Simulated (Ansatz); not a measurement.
The parent structure is AlN in the zinc blende structure (space group F-43m, No. 216; a = 4.403 Å).

The change: every lattice vector is stretched by 1.00 %, atoms relaxed at fixed cell.

All numbers come from plane-wave PAW DFT at the PBE level (Ansatz, a quantum-chemistry and plane-wave program, 420 eV), scalar-relativistic without spin-orbit coupling.

Base, band edges from the VBM (valence, conduction): X -1.74, 3.31; W -2.63, 5.99; L -0.47, 7.17; Γ 0.00, 3.98; K -1.35, 5.12; U -1.35, 5.12 eV.

Give the band edges at the high-symmetry points of the new zone, measured from its valence-band maximum.


```csv
point,valence edge (eV),conduction edge (eV)
Γ,0.00,3.72
X,-1.71,3.29
U,-1.33,5.06
K,-1.33,5.06
L,-0.47,6.90
W,-2.57,5.92
```

The gap is 3.29 eV, indirect, Γ → X.

The cells carry an imposed strain or load. Whether these cells are dynamically stable was not tested. This is not the structure that AlN has at room temperature and ambient pressure.
